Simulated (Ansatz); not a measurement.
A self-consistent single point of Si₂W (I4/mmm, 3 atoms in the cell) with Ansatz (a program for electronic structure).

Method of the run: PBE with spin-orbit coupling (plane waves, PAW; Ansatz).

```xyz
3
Lattice="-1.6074 1.6074 3.9010 1.6074 -1.6074 3.9010 1.6074 1.6074 -3.9010" Properties=species:S:1:pos:R:3 pbc="T T T"
Si     0.0000     0.0000     2.6136
Si     0.0000     0.0000     5.1884
W      0.0000     0.0000     0.0000
```

Reference input (self-consistent single point, DFT, PBE, plane waves, default PAW files): kpoints.mp_grid.grid = 12 12 12; hamiltonian.xc = pbe; hamiltonian.pseudopotentials = {kind: paw} (the program's default PAW files); scf.occupations.method = fermi_dirac; scf.occupations.width = 0.05 eV. This run's input differs from it in these lines:

Ansatz 0.2 input:
```diff
@@ -14,2 +14,5 @@
   pseudopotentials: { kind: paw }
+magnetization:
+  noncollinear: true
+  spin_orbit: true
 scf:
```

The program printed (abridged):

```
SCF iter   1: F=—  HF=-11682.319924 eV  |F-HF|=—  |Δ(HF+E_count)|=         —  Δρ=4.91e-2  dr2=9.70e-1  dr2_m=0.00e0 (ungated)  ethr=3.10e-3  |M|=0.00e0 ∫|m|=0.00e0 μB  |m|>n=0.0e0 m-floor=0.0e0 τ_xc=0.0e0  β_m=0.30  ⟨swp⟩=6.0  Hψ=12942  notcnv=0  defer=6
all-band conjugate gradients solve this SCF's bands
preconditioner: auto → Kerker (q_TF=auto, 2.466 Å⁻¹)
spin=Noncollinear: Kerker preconditioning applied to the charge; magnetization (m_x, m_y, m_z) channels mix plain (no charge-response kernel on spin).
   [... lines left out ...]
SCF iter   6: F=—  HF=-11682.053880 eV  |F-HF|=—  |Δ(HF+E_count)|=   3.51e-5  Δρ=2.71e-5  dr2=2.96e-7  dr2_m=0.00e0 (ungated)  ethr=2.86e-8  |M|=0.00e0 ∫|m|=0.00e0 μB  |m|>n=0.0e0 m-floor=0.0e0 τ_xc=0.0e0  β_m=0.97  ⟨swp⟩=2.7  Hψ=3808  notcnv=0  defer=374
SCF iter   7: F=-11682.053880 eV  HF=-11682.053880 eV  |F-HF|=1.14e-9  |Δ(HF+E_count)|=   2.99e-8  Δρ=3.64e-6  dr2=5.40e-9  dr2_m=0.00e0 (ungated)  ethr=4.55e-10  |M|=0.00e0 ∫|m|=0.00e0 μB  |m|>n=0.0e0 m-floor=0.0e0 τ_xc=0.0e0  ⟨swp⟩=9.6  Hψ=10929  notcnv=0
SCF 1 converged in 7 iterations: F = -11682.053880 eV  dr2 = 5.40e-9
Magnetization: |M| = 0.0000 μB,  M = (+0.0000, +0.0000, +0.0000) μB
Absolute magnetization: 0.0000 μB (∫|m|)
  site 0: m = (+0.0000, +0.0000, +0.0000) μB, |m| = 0.0000 μB  (R = 1.06 Å)
  site 1: m = (+0.0000, +0.0000, +0.0000) μB, |m| = 0.0000 μB  (R = 1.06 Å)
  site 2: m = (+0.0000, +0.0000, +0.0000) μB, |m| = 0.0000 μB  (R = 1.08 Å)
Free energy (F): -11682.053880 eV
Internal energy: -11682.051864 eV  (E = F + TS)
E sigma→0 (E₀):  -11682.052872 eV
Entropy (-TS):   -0.002016 eV (-0.672 meV/atom)
Fermi energy:    16.821972 eV
--- Forces (eV/Å), atoms counted from 1 ---
  atom   1  Si     0.00000000     0.00000000    -0.14216639
  atom   2  Si    -0.00000000     0.00000000     0.14216639
  atom   3  W     -0.00000000     0.00000000    -0.00000000
--- Stress (GPa, compression-positive) ---
        3.289663       0.000000      -0.000000
        0.000000       3.289663       0.000000
       -0.000000       0.000000       5.512530
  P = ⅓ Tr σ = 4.0306 GPa (40.306 kbar)
  The stress holds the Pulay correction. Without it, at fixed plane waves, as pw.x and ABINIT print it: P = 3.9815 GPa
```

The run converged in 7 iterations. Against the reference run the pressure moves little (4.13 to 4.03 GPa) and the largest force goes from 0.132 to 0.142 eV/Å.

The starting cell comes from a database of computed structures (which also holds hypothetical and non-ambient phases and stackings), without a prior relaxation at this level. With a pressure of about 4 GPa the cell is away from its equilibrium volume at this level. Ansatz's pressure includes its estimate of the finite-basis (Pulay) stress.
